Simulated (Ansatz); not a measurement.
# Short convergence ladders for CdHgSe2 (R3m, 4 atoms in the cell)

```
CELL_PARAMETERS angstrom
      2.17039     1.25308     7.08105
     -2.17039     1.25308     7.08105
      0.00000    -2.50615     7.08105
ATOMIC_POSITIONS crystal
  Cd 0.50268 0.50268 0.50268
  Hg 0.99985 0.99985 0.99985
  Se 0.87420 0.87420 0.87420
  Se 0.37560 0.37560 0.37560
```

Base method: PBEsol, default PAW files made with PBE (plane waves; Ansatz, a quantum-chemistry and plane-wave program).

Base settings: basis.ecutwfc = 420 eV; kpoints.mp_grid.grid = 8 8 8; hamiltonian.xc = pbesol; hamiltonian.pseudopotentials = {kind: paw} (the program's default PAW files); scf.occupations.method = gaussian; scf.occupations.width = 0.1 eV.

The count of work is k-points × plane waves × bands × iterations; it is no time. Core times come from one kind of shared machine, to one figure; runs under 30 s give none.

**The k-point mesh**

The second cell is the first with its lattice scaled by 0.98.

Only quantities that move along the ladder and can be compared are tabulated.

| kpoints.mp_grid.grid | free energy less the last step's (meV/atom) | energy of the compressed cell less the first (meV/atom) | pressure (GPa) | largest difference of a force vector from the last step's (eV/Å) | count of work / last | core time / last (rough) |
|---|---|---|---|---|---|---|
| 2 2 2 | 297.70 | 36.37 | 1.71 | 0.462 | 0.020 | – |
| 4 4 4 | 15.31 | 11.58 | -0.52 | 0.035 | 0.039 | – |
| 6 6 6 | 1.72 | 9.87 | -0.67 | 0.005 | 0.11 | – |
| 8 8 8 | 0.31 | 9.65 | -0.69 | 0.001 | 0.23 | – |
| 9 9 9 | 0.14 | 9.62 | -0.70 | 0.000 | 0.30 | 0.4 |
| 12 12 12 | 0.02 | 9.59 | -0.70 | 0.000 | 0.66 | 0.8 |
| 14 14 14 | 0.00 | 9.58 | -0.70 | 0.000 | 1.0 | 1 |

Coarsest kpoints.mp_grid.grid that holds the pressure within 0.2 GPa of the last step, with all finer ones: 4 4 4, at 0.039 of the last step's count of work; the step before is off by 2.4 GPa.

Coarsest kpoints.mp_grid.grid that holds the forces within 0.01 eV/Å of the last step, with all finer ones: 6 6 6, at 0.11 of the last step's count of work; the step before is off by 0.035 eV/Å.

Coarsest kpoints.mp_grid.grid that holds the free energy within 0.5 meV/atom of the last step, with all finer ones: 8 8 8, at 0.23 of the last step's count of work; the step before is off by 1.7 meV/atom.

The energy difference between the two cells stays within 1 meV/atom of the last step's from 6 6 6 on, the total only from 8 8 8 on: much of the error is common to both cells and cancels.

**The k-point mesh at a smearing width of 0.05 eV**

In this ladder: scf.occupations.width = 0.05 eV.

The second cell is the first with its lattice scaled by 0.98.

Only quantities that move along the ladder and can be compared are tabulated.

```tsv
kpoints.mp_grid.grid	free energy less the last step's (meV/atom)	energy of the compressed cell less the first (meV/atom)	pressure (GPa)	largest difference of a force vector from the last step's (eV/Å)	count of work / last	core time / last (rough)
3 3 3	59.99	16.16	-0.11	0.114	0.012	–
5 5 5	4.94	10.27	-0.64	0.013	0.039	–
7 7 7	0.76	9.71	-0.69	0.002	0.090	–
10 10 10	0.09	9.60	-0.70	0.000	0.24	0.3
14 14 14	0.01	9.58	-0.70	0.000	0.59	0.5
17 17 17	0.00	9.58	-0.70	0.000	1.0	1
```

Coarsest kpoints.mp_grid.grid that holds the free energy within 0.5 meV/atom of the last step, with all finer ones: 10 10 10, at 0.24 of the last step's count of work and about 0.3 of the last step's time; the step before is off by 0.76 meV/atom.

Coarsest kpoints.mp_grid.grid that holds the energy of the compressed cell less the first within 0.5 meV/atom of the last step, with all finer ones: 7 7 7, at 0.090 of the last step's count of work; the step before is off by 0.69 meV/atom.

Coarsest kpoints.mp_grid.grid that holds the pressure within 0.05 GPa of the last step, with all finer ones: 7 7 7, at 0.090 of the last step's count of work; the step before is off by 0.06 GPa.

The energy difference between the two cells stays within 1 meV/atom of the last step's from 5 5 5 on, the total only from 7 7 7 on: much of the error is common to both cells and cancels.

**The width of Gaussian smearing**

In this ladder: kpoints.mp_grid.grid = 13 13 13.

Narrow widths need finer meshes than wide ones, so the last steps can hold mesh noise.

Only quantities that move along the ladder and can be compared are tabulated; pressure and forces are left out, as mesh noise rules them at narrow widths.

| scf.occupations.width | free energy less the last step's (meV/atom) | energy extrapolated to zero width less the last step's (meV/atom) | core time / last (rough) |
|---|---|---|---|
| 1 eV | -14.48 | 12.82 | 1 |
| 0.5 eV | -1.23 | 0.77 | 1 |
| 0.3 eV | -0.24 | 0.10 | 0.9 |
| 0.1 eV | 0.00 | 0.00 | 1 |

Widest scf.occupations.width that holds the energy extrapolated to zero width within 0.5 meV/atom of the last step, with all finer ones: 0.3 eV; the step before is off by 0.77 meV/atom.

Widest scf.occupations.width that holds the free energy within 2 meV/atom of the last step, with all finer ones: 0.5 eV; the step before is off by 14 meV/atom.

On the base run: the starting cell comes from a database of computed structures (which also holds hypothetical and non-ambient phases and stackings), without a prior relaxation at this level. Its lattice was rescaled by up to half a per cent. One atom was moved a little off its site on purpose. Ansatz's pressure includes its estimate of the finite-basis (Pulay) stress. The run gives no clean gap (levels at the Fermi energy touch, overlap or are partly filled at this smearing), which alone does not show that the compound is a metal.

Left out of this page: 2 runs of the series outside the window shown, repeating another row's setting, or not comparable.

Keys are those of Ansatz 0.2.
